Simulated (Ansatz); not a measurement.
HgSe: Se → Ir

Base system: HgSe in the zinc blende structure (space group F-43m, No. 216; a = 6.133 Å).

Now apply this change: every Se is replaced by Ir, then cell and atoms are relaxed.

All numbers come from Kohn–Sham DFT with the PBEsol functional, run in Ansatz (a quantum-chemistry and plane-wave program) with PAW and 420 eV plane waves, no spin-orbit coupling. Settings: 14×14×14 k-points, 0.05 eV Fermi–Dirac smearing, for the changed cell.

The volume per atom falls by 2.55 Å³, from 28.84 Å³ to 26.29 Å³ and the density grows by 4.36 g/cm³ (8.05 g/cm³ → 12.41 g/cm³). The lattice parameter a shrinks by 18.67 pm (613.3 pm → 594.7 pm) and the space group remains F-43m (No. 216). The shortest interatomic distance decreases by 8.1 pm to 257.5 pm and the band gap is still zero.

Spin-orbit coupling, missing from the scalar runs, can matter with Hg. Stability against distortions was not tested. As relaxed here, HgIr is a hypothetical phase, not in the database extracts checked. The final runs are not spin-polarised. An odd electron count without spin: HgIr. HgIr has a high density of states at the Fermi level and may be magnetic at this level. A zero or small gap of HgSe can be the functional's error rather than a property of the material.
